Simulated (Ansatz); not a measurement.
**A computed series for Mg2Ge: response to strain**

The reference is Mg2Ge in the anti-fluorite structure (space group Fm-3m, No. 225; a = 6.3644 Å). Axes: x, y, z lie along the cube axes.

Strains are applied to the cell and any free atomic positions relax.

Method: PBEsol/PAW in Ansatz (a program for electronic structure), spin-orbit coupling left out.

Question: Only one of these has no band gap. Which?
A. uniaxial strain ε_zz = −2.50 %
B. uniaxial strain ε_zz = −0.50 %
C. uniaxial strain ε_zz = +0.50 %

Answer: A, uniaxial strain ε_zz = −2.50 %. Computed: uniaxial strain ε_zz = −0.50 %: 0.05 eV; uniaxial strain ε_zz = +0.50 %: 0.07 eV; uniaxial strain ε_zz = −2.50 %: zero

No phonon test of stability was made. All final runs are without spin polarisation. The zero or small gap of Mg2Ge can change with the level of theory.
